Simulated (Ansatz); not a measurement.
Take GaAs (space group Pm-3n, No. 223; a = 7.0869 Å; a hypothetical phase, not in the database extracts checked) as the base. Axes: x, y, z lie along the cube axes.

The values are results of plane-wave PAW DFT at the PBE level (Ansatz, a quantum-chemistry and plane-wave program, 420 eV), without spin-orbit coupling, not measurements.

Now apply this change: an isotropic linear strain of +2.63 %, atoms relaxed at fixed cell.

Problem. Predict the stress tensor and what it implies for the stiffness.

Solution. Stress of the strained cell less that of the base (GPa, compression positive):
```
   -3.0     0.0     0.0
    0.0    -3.0     0.0
    0.0     0.0    -3.0
```

Then B = −ΔP/(ΔV/V₀) with ΔV/V₀ = 0.0810 gives secant stiffness values (nonlinear terms included at this strain): B ≈ 37 GPa.

As a check, the harmonic strain energy −½ V₀ Δσ:ε is 22 meV/atom; the computed energy rise is 24 meV/atom.

No phonon test of stability was made. All final runs are without spin polarisation.
